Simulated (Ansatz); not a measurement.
The reference is WO3 (space group Cmcm, No. 63; a = 5.4539 Å, b = 5.4743 Å, c = 7.4603 Å; a cell from a computed database, its experimental status unchecked).

Modification: a hydrostatic pressure of 3 GPa.

Levels (all Ansatz, a program for electronic structure, PAW): PBEsol (420 eV, scalar-relativistic without spin-orbit coupling); PBEsol+SOC (420 eV, with spin-orbit coupling).

The geometry is relaxed with PBEsol.

```
Property           Result
---------------  --------
PBEsol band gap   1.30 eV
PBEsol pressure  3.00 GPa
```

With PBEsol+SOC at the same geometry, the hole mass is 1.7 mₑ along a, 1.8 mₑ along b, 1.4 mₑ along c (at Σ₀); the band gap decreases by 0.135 eV (1.30 eV → 1.17 eV); the pressure drops by 0.313 GPa, from 3.00 GPa to 2.68 GPa.

Single points use the geometry relaxed with PBEsol. The spin-orbit shifts are approximate. Spin-orbit coupling, missing from the scalar runs, can matter with W. Load acts through the strain it causes; cell and atoms are relaxed under it. Effective masses come from finite differences of ±0.01 Å⁻¹. No phonon test of stability was made.
